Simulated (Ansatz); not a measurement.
Defect migration in rock-salt CaO: O vacancy, charge state +2. Level of theory: PBE, PAW (plane waves to 420 eV; Ansatz, an electronic-structure program).

Cell of 64 host sites held at the relaxed PBE lattice; the Γ point alone; Fermi-Dirac width 0.01 eV, spin-restricted; finite-size errors left in. No zero-point or tunnelling terms. The charge state is imposed; whether it is stable for some Fermi level was not computed. Forms of the defect that were not tried may lie lower.

Barriers: single points on a 2×2×2 k-point mesh shifted by half a step at the bands' geometries (they differ from the bands' own by up to 0.17 eV, and are uncertain by about as much).

Relaxed starting cell (atoms counted from 1):

```xyz
63
Lattice="9.6625 0.0000 0.0000 0.0000 9.6625 0.0000 0.0000 0.0000 9.6625" Properties=species:S:1:pos:R:3 pbc="T T T"
Ca    -0.2082    -0.0002     0.0040
Ca    -0.0479     0.0001     4.8350
Ca    -0.0476     4.8307     0.0038
Ca    -0.0239     4.8311     4.8351
Ca     5.0288    -0.0005     0.0027
Ca     4.8684    -0.0001     4.8338
Ca     4.8687     4.8309     0.0032
Ca     4.8458     4.8311     4.8345
O      2.4109     0.0000     4.8347
O      2.4107     4.8311     0.0033
O      2.4112     4.8312     4.8347
O      7.2414     0.0001     0.0037
O      7.2420     0.0000     4.8348
O      7.2419     4.8312     0.0037
O      7.2423     4.8311     4.8350
Ca    -0.0021     2.4124     2.4164
Ca    -0.0011     2.4119     7.2543
Ca    -0.0025     7.2498     2.4167
Ca    -0.0016     7.2499     7.2545
Ca     4.8230     2.4119     2.4156
Ca     4.8233     2.4120     7.2533
Ca     4.8226     7.2500     2.4159
Ca     4.8231     7.2495     7.2536
O      2.4109     2.3668     2.3701
O      2.4111     2.3674     7.2985
O      2.4107     7.2953     2.3700
O      2.4109     7.2959     7.2985
O      7.2422     2.4010     2.4043
O      7.2422     2.4012     7.2647
O      7.2421     7.2613     2.4043
O      7.2421     7.2617     7.2647
Ca     2.4097     0.0000     2.6216
Ca     2.4105    -0.0007     7.0480
Ca     2.4103     4.8307     2.4624
Ca     2.4108     4.8311     7.2084
Ca     7.2405     0.0000     2.4615
Ca     7.2418    -0.0001     7.2076
Ca     7.2414     4.8311     2.4385
Ca     7.2419     4.8311     7.2315
O      0.0437     0.0001     2.3703
O      0.0436     0.0004     7.2986
O      0.0096     4.8312     2.4045
O      0.0099     4.8316     7.2650
O      4.7778    -0.0002     2.3712
O      4.7775     0.0001     7.2996
O      4.8116     4.8310     2.4046
O      4.8119     4.8314     7.2652
Ca     2.4106     2.6179     0.0037
Ca     2.4107     2.4580     4.8354
Ca     2.4100     7.0441     0.0043
Ca     2.4103     7.2040     4.8352
Ca     7.2416     2.4579     0.0032
Ca     7.2419     2.4347     4.8350
Ca     7.2414     7.2040     0.0035
Ca     7.2417     7.2276     4.8350
O      0.0435     2.3673     0.0034
O      0.0098     2.4011     4.8346
O      0.0434     7.2957     0.0034
O      0.0096     7.2617     4.8345
O      4.7775     2.3671     0.0036
O      4.8118     2.4009     4.8350
O      4.7775     7.2954     0.0036
O      4.8116     7.2615     4.8349
```
Cell charge +2.

End state 1 differs by these moves (Å; atoms that move under 0.08 Å are left out):

```
atom  element     Δx     Δy     Δz
----  -------  -----  -----  -----
1          Ca   0.21  -0.01  -0.01
5          Ca  -0.21  -0.01   0.00
19         Ca  -0.21  -0.01  -0.01
23         Ca   0.21  -0.01  -0.01
27          O   0.00   2.32   2.32
32         Ca   0.00   0.04  -0.21
33         Ca   0.00   0.20   0.20
35         Ca   0.00  -0.21   0.04
48         Ca   0.00  -0.21   0.04
50         Ca   0.00   0.20   0.20
51         Ca   0.00   0.04  -0.21
```

### Question
What is the computed forward and backward barriers to end state 1 (PBE, PAW)?

### Answer
forward 1.77 eV, backward 1.77 eV; at the saddle point atom 27 has neighbours 2 Ca at 2.07 Å. The saddle point's order was not checked, and it lies on a symmetry element of the cell, where a band can be held.
